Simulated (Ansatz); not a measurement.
# Response to strain in HfB2

Consider HfB₂ (space group P6/mmm, No. 191; relaxed with 0.1 eV smearing).

```
CELL_PARAMETERS angstrom
      3.14568     0.00000     0.00000
     -1.57284     2.72424     0.00000
      0.00000     0.00000     3.48634
ATOMIC_POSITIONS crystal
  Hf 0.00000 0.00000 0.00000
  B  0.66667 0.33333 0.50000
  B  0.33333 0.66667 0.50000
```

Cartesian axes are those of the cell as printed.

Strains are applied to the cell and any free atomic positions relax; under biaxial strain the out-of-plane vector relaxes too.

Calculations: Ansatz (a quantum-chemistry and plane-wave program), PBE, PAW, cutoff 420 eV, no SOC.

Notes on the quantities. pressure: mean of the normal stresses, compression positive.

```tsv
variant	out-of-plane strain	pressure	shortest interatomic distance
base	–	0.0 GPa	1.816 Å
biaxial strain −3.00 %, plane normal [001], relaxed out of plane	+1.69 %	13.3 GPa	1.762 Å
biaxial strain −2.00 %, plane normal [001], relaxed out of plane	+1.11 %	8.6 GPa	1.780 Å
biaxial strain −1.50 %, plane normal [001], relaxed out of plane	+0.83 %	(withheld)	1.789 Å
biaxial strain −0.50 %, plane normal [001], relaxed out of plane	+0.27 %	2.0 GPa	1.807 Å
biaxial strain +0.50 %, plane normal [001], relaxed out of plane	-0.27 %	-1.9 GPa	1.825 Å
biaxial strain +1.00 %, plane normal [001], relaxed out of plane	-0.54 %	-3.8 GPa	1.834 Å
biaxial strain +1.50 %, plane normal [001], relaxed out of plane	-0.81 %	(withheld)	1.843 Å
biaxial strain +2.00 %, plane normal [001], relaxed out of plane	-1.08 %	(withheld)	1.852 Å
biaxial strain +3.00 %, plane normal [001], relaxed out of plane	-1.62 %	-10.5 GPa	1.871 Å
```

Problem. What belongs in the blanks?

Solution. 
- biaxial strain −1.50 %, plane normal [001], relaxed out of plane, pressure: 6.3 GPa
- biaxial strain +1.50 %, plane normal [001], relaxed out of plane, pressure: -5.6 GPa
- biaxial strain +2.00 %, plane normal [001], relaxed out of plane, pressure: -7.3 GPa

No phonon test of stability was made. All final runs are without spin polarisation.
